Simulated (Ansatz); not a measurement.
**Input and output of a self-consistent single point for LuHg (P4mm, 2 atoms in the cell) (Ansatz, a first-principles code)**

Method of the run: LDA (PW92), default PAW files made with PBE (plane waves; Ansatz).

The input file:

Ansatz 0.2 input:
```yaml
# LuHg
crystal:
  lattice:
    - [3.628080, 0.000000, 0.000000]
    - [0.000000, 3.628080, 0.000000]
    - [0.000000, 0.000000, 3.628080]
  atoms:
    - { symbol: Lu, position: [0.500000, 0.500000, 0.513781] }
    - { symbol: Hg, position: [0.000000, 0.000000, 0.000000] }
basis:
  ecutwfc: 420.0 eV
kpoints:
  mp_grid: { grid: [9, 9, 9] }
hamiltonian:
  xc: lda
  pseudopotentials: { kind: paw }
scf:
  occupations: { method: gaussian, width: 0.1 eV }
output:
  forces: true
  eigenvalues: true
  stress: true
```

Output (repeated stretches shortened):

```
WARN ansatz: RAYON_NUM_THREADS=1 ignored (pool sized by the plan → 1); use --threads N
Pseudopotentials: kind: paw
Pseudopotential: Lu, paw, valence charge 25
Pseudopotential: Hg, paw, valence charge 20
Crystal: 2 atoms, lattice volume = 47.756 Å³
Basis set: ecut = 420 eV, 925 PW (Γ)
Bands: 27, of which v1, the nominal top of the filled ones, is band 23 counted from 1 (22 counted from 0)
Symmetry: 8 space group operations
Space group: P4mm (ITA 99), of the structure as read, at distance tolerance 3.6e-5 Å
k-points: 75 of 729 (time reversal used)
PAW frozen core: Lu, regenerated for the run's functional, and the local potential with it
PAW frozen core: Hg, regenerated for the run's functional, and the local potential with it
Initial density: superposition of atomic densities (neutral atoms: chi_scale 0, normalization atom), corrected by the library's trained network
Initial wavefunctions: pseudopotential atomic-orbital guess
Eigensolver: davidson
Functional: x = slater, c = lda
SCF iter   1: F=—  HF=-28016.503390 eV  |F-HF|=—  |Δ(HF+E_count)|=         —  Δρ=4.17e-3  dr2=3.27e-3  ethr=1.77e-3  ⟨swp⟩=5.3  Hψ=10191  notcnv=0
all-band conjugate gradients solve this SCF's bands
preconditioner: auto → Resta (q_TF=auto, 2.701 Å⁻¹)
SCF iter   2: F=—  HF=-28016.501600 eV  |F-HF|=—  |Δ(HF+E_count)|=   1.79e-3  Δρ=2.16e-3  dr2=8.25e-4  ethr=7.26e-6  ⟨swp⟩=3.1  Hψ=5598  notcnv=0
SCF iter   3: F=—  HF=-28016.501541 eV  |F-HF|=—  |Δ(HF+E_count)|=   5.87e-5  Δρ=1.13e-3  dr2=1.72e-4  ethr=1.83e-6  ⟨swp⟩=2.2  Hψ=3640  notcnv=0
SCF iter   4: F=—  HF=-28016.501501 eV  |F-HF|=—  |Δ(HF+E_count)|=   4.02e-5  Δρ=3.17e-4  dr2=2.52e-5  ethr=3.81e-7  ⟨swp⟩=2.8  Hψ=4230  notcnv=0
SCF iter   5: F=—  HF=-28016.501493 eV  |F-HF|=—  |Δ(HF+E_count)|=   8.32e-6  Δρ=8.50e-5  dr2=2.76e-6  ethr=5.60e-8  ⟨swp⟩=2.2  Hψ=3551  notcnv=0
SCF iter   6: F=—  HF=-28016.501493 eV  |F-HF|=—  |Δ(HF+E_count)|=   2.04e-8  Δρ=1.37e-5  dr2=4.14e-8  ethr=2.22e-10  ⟨swp⟩=8.4  Hψ=15354  notcnv=0
SCF iter   7: F=-28016.501493 eV  HF=-28016.501493 eV  |F-HF|=2.93e-8  |Δ(HF+E_count)|=   8.89e-8  Δρ=5.18e-6  dr2=9.57e-9  ethr=9.20e-11  ⟨swp⟩=5.4  Hψ=8853  notcnv=0
SCF 1 converged in 7 iterations: F = -28016.501493 eV  dr2 = 9.57e-9
SCF converged after 7 iterations
Free energy (F): -28016.501493 eV
Harris-Foulkes:  -28016.501493 eV  (|F-HF|=2.93e-8)
Internal energy: -28016.493518 eV  (E = F + TS)
E sigma→0 (E₀):  -28016.497506 eV
Entropy (-TS):   -0.007974 eV (-3.987 meV/atom)
Fermi energy:    16.148120 eV
--- Per-component energies (eV) ---
  E_band       = -337.796226
  E_kinetic    = 1022.026616
  E_local      = -8833.408783  (includes V_loc(G=0)·N_el)
  E_nonlocal   = 665.065935
  E_hartree    = 3714.629435
  E_xc         = -436.295845
  E_vxc        = -521.122396  (∫ρ·V_xc dr)
  E_paw        = -16789.475500  (= ΣΔE_a)
  E_vpaw       = -99.614902  (= ΣTr[D̂ρ^β])
  E_aug_tail   = 0.000872  (compensation charges beyond the density's cutoff)
  E_ewald      = -7361.930976
  E_core_change = 2.894728  (= ΣΔE_core)
  E_smearing   = -0.007974  (= −TS)
  E_closure    = -0.000000  (closes the sum)
  Σ components = -28016.501493   (vs F -28016.501493, Δ=0.00e0)
--- Forces (eV/Å), atoms counted from 1 ---
  atom   1  Lu     0.00000000     0.00000000    -0.08848374
  atom   2  Hg    -0.00000000     0.00000000     0.08848617
  max |Σ_I F_I| component: 2.42e-6 eV/Å
--- Stress (GPa, compression-positive) ---
       -5.309062       0.000000       0.000000
        0.000000      -5.309062       0.000000
       -0.000000       0.000000      -5.326377
  P = ⅓ Tr σ = -5.3148 GPa (-53.148 kbar)
  The stress holds the Pulay correction. Without it, at fixed plane waves, as pw.x and ABINIT print it: P = -5.3601 GPa
--- Band table (eV; the first three rows and the last of 75) ---
  k-point 0: bands = ["-99.5775", "-47.8328", "-47.8328", "-47.8323", "-40.7406", "-11.3370", "-11.3370", "-11.3366", "7.4218", "8.2374", "8.2399", "8.8796", "8.8820", "8.8820", "10.4635", "10.4636", "10.4636", "10.4673", "10.4673", "10.4674", [...]
  k-point 1: bands = ["-99.5775", "-47.8327", "-47.8327", "-47.8327", "-40.7400", "-11.3574", "-11.3356", "-11.3356", "7.6061", "8.2542", "8.3077", "8.8616", "8.8616", "8.8830", "10.4629", "10.4664", "10.4664", "10.4669", "10.4727", "10.4727", [...]
  k-point 2: bands = ["-99.5775", "-47.8337", "-47.8327", "-47.8327", "-40.7384", "-11.4096", "-11.3320", "-11.3320", "8.0811", "8.2973", "8.5523", "8.8112", "8.8112", "8.8915", "10.4530", "10.4735", "10.4735", "10.4760", "10.4861", "10.4861", [...]
  k-point 74: bands = ["-99.5774", "-47.8355", "-47.8355", "-47.8350", "-40.7262", "-11.4663", "-11.4663", "-11.4659", "8.4461", "8.4796", "8.4803", "9.2941", "9.2947", "10.4014", "10.4590", "10.4595", "10.4596", "10.4878", "10.4878", "10.4889", [...]
```

The run converged in 7 iterations.

The starting cell comes from a database of computed structures (which also holds hypothetical and non-ambient phases and stackings), without a prior relaxation at this level. Its lattice was rescaled by up to half a per cent. One atom was moved a little off its site on purpose. Spin-orbit coupling is off. With a pressure of about -5 GPa the cell is away from its equilibrium volume at this level. Ansatz's pressure includes its estimate of the finite-basis (Pulay) stress.
